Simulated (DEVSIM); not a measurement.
System: abrupt Si n-p junction, at 300 K.

Layer 1 from the left is Si, thickness (μm) 8.70, Nd (cm⁻³) 1.9e17, τn (s) 1.4e-7, τp (s) 1.4e-7. Layer 2 from the left is Si, thickness (μm) 0.640, Na (cm⁻³) 2.6e17, τn (s) 1.4e-7, τp (s) 1.4e-7.

Left contact: ohmic. Right contact: ohmic. Voltage is applied to the left contact. Recombination: SRH at mid-gap. Mobility is μmin + (μ − μmin)/(1 + (N/Nref)^α).

The device is made up for the run: typed textbook-type constants, with dimensions and the other settings drawn at random. Values at 300 K.

Si: gap (eV) 1.124, affinity (eV) 4.05, permittivity 11.7, Nc (cm⁻³) 2.86e19, Nv (cm⁻³) 3.1e19, μn (cm²/Vs) 1417, μp (cm²/Vs) 470, μn,min 52, μp,min 45, Nref,n 9.7e16, Nref,p 2.2e17, αn 0.68, αp 0.72.

Model (solved in DEVSIM): 1D drift-diffusion, Boltzmann statistics, complete ionisation; no tunnelling, impact ionisation, image-force lowering or self-heating.

Dark forward current:

```csv
|V| (V),|J| (A/cm²)
0.05,6.288e-9
0.10,2.256e-8
0.15,6.936e-8
0.20,2.175e-7
0.25,7.624e-7
0.30,3.209e-6
0.35,1.646e-5
0.40,9.781e-5
0.45,0.0006307
0.50,0.004226
0.55,0.02879
0.60,0.1974
0.65,1.354
0.70,9.183
0.75,57.81
0.80,272.8
0.85,805.3
0.90,1687
0.95,2924
```

**Question.** Work out the local ideality factor n = ΔV / (kT/q · ln(J2/J1)) between the rows 0.15 and 0.20 V, 0.60 and 0.65 V, 0.90 and 0.95 V.

**Answer.** kT/q = 25.85 mV. From 0.15 to 0.20 V: ln(2.175e-7/6.936e-8) = 1.143, n = 1.69. From 0.60 to 0.65 V: ln(1.354/0.1974) = 1.926, n = 1.00, near the 1 of diffusion or emission over a barrier. From 0.90 to 0.95 V: ln(2924/1687) = 0.550, n = 3.52.

**Question.** Estimate the current at 0.55 V from the Shockley equation with J0 = Σ q ni² D/(N L) coth(W/L), τ joining the SRH, radiative and Auger lifetimes that are on, and W taken as the whole layer.

**Answer.** ni² = 1.16e20 cm⁻⁶; holes in the n layer: μ = 269 cm²/Vs, D = 6.95 cm²/s, τ = 1.40e-7 s, L = 9.86 μm, W/L = 0.88, term 9.73e-13 A/cm²; electrons in the p layer: μ = 514 cm²/Vs, D = 13.3 cm²/s, τ = 1.40e-7 s, L = 13.6 μm, W/L = 0.047, term 1.48e-11 A/cm². J0 = 1.58e-11 A/cm², and J = J0 exp(qV/kT) = 0.0275 A/cm². The simulation gives 0.0288 A/cm²; the estimate lies 4.6 % below. The estimate leaves out recombination in the depletion region and that region's share of W.
